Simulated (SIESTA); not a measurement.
Band structure of LaAu (Pnma, 8 atoms in the cell).

```xyz
8
Lattice="7.6505 0.0000 0.0000 0.0000 4.8936 0.0000 0.0000 0.0000 5.8845" Properties=species:S:1:pos:R:3 pbc="T T T"
La     1.4370     1.2234     3.8074
La     6.2135     3.6702     2.0772
La     2.3883     3.6702     0.8651
La     5.2623     1.2234     5.0195
Au     0.3055     1.2234     0.8904
Au     7.3450     3.6702     4.9942
Au     3.5198     3.6702     3.8327
Au     4.1307     1.2234     2.0519
```

Level of theory: GGA PBEsol, numerical atomic orbitals DZP, PseudoDojo PBEsol standard norm-conserving potentials (rewritten from UPF to PSML) (SIESTA 5.4.2).

Settings: XC.functional = GGA; XC.authors = PBEsol; potentials = PseudoDojo PBEsol standard; PAO.BasisSize = DZP; PAO.EnergyShift = 0.005 Ry; MeshCutoff = 300 Ry; kgrid.MonkhorstPack = 2 3 3; OccupationFunction = FD; ElectronicTemperature = 50 meV; MaxSCFIterations = 150; SCF.Mixer.Method = Pulay; SCF.Mixer.Weight = 0.2; SCF.Mixer.History = 8; SCF.DM.Tolerance = 1.0E-04.

The starting cell comes from a database of computed structures (which also holds hypothetical and non-ambient phases and stackings), without a prior relaxation at this level. Spin-orbit coupling is off. Values carry the incompleteness of an atom-centred basis.

Levels in eV from the Fermi level, bands 57 to 62:
```csv
point,57,58,59,60,61,62
Γ,-1.61,-1.32,-1.28,-0.99,0.37,0.60
X,-0.53,-0.53,-0.13,-0.13,0.14,0.14
S,-1.97,-1.97,-0.14,-0.14,0.40,0.40
Y,-1.15,-1.15,-0.77,-0.77,0.15,0.15
Z,-0.67,-0.67,-0.08,-0.08,0.39,0.39
U,-0.44,-0.44,-0.44,-0.44,0.37,0.37
R,-0.99,-0.99,-0.99,-0.99,0.67,0.67
T,-0.53,-0.53,-0.39,-0.39,0.24,0.24
```

Higher empty bands are left out: an atom-centred basis made for the valence describes them poorly.
